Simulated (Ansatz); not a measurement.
Base system: Ag in the fcc (Cu type) structure (space group Fm-3m, No. 225; a = 4.105 Å). Axes: x, y, z lie along the cube axes.

The values are results of r2SCAN (Ansatz, a first-principles code), no SOC, not measurements.

Strains are applied to the cell and any free atomic positions relax; under biaxial strain the out-of-plane vector relaxes too.

One change was made to it. Results:

The pressure (mean of the normal stresses, compression positive) goes from zero to 1.4 GPa; the energy rises by 4.4 meV/atom; the volume per atom falls by 0.21 Å³, from 17.30 Å³ to 17.09 Å³.

Q: Name the change that was made.
(A) biaxial strain −2.40 %, plane normal [001], relaxed out of plane
(B) isotropic strain −0.58 %
(C) isotropic strain +2.64 %
(D) tensor shear ε_yz = +2.87 %
(E) biaxial strain −4.84 %, plane normal [001], relaxed out of plane

A: A, biaxial strain −2.40 %, plane normal [001], relaxed out of plane. For comparison, the energy relative to the base in the other runs: isotropic strain −0.58 % gives +1.7 meV/atom; biaxial strain −4.84 %, plane normal [001], relaxed out of plane gives +25 meV/atom; isotropic strain +2.64 % gives +31 meV/atom; tensor shear ε_yz = +2.87 % gives +6.0 meV/atom.

Without a gap, meshes like the base's 19×19×19 leave anisotropic stresses uncertain by several tenths of a GPa, and small strain energies with them. Whether these cells are dynamically stable was not tested.
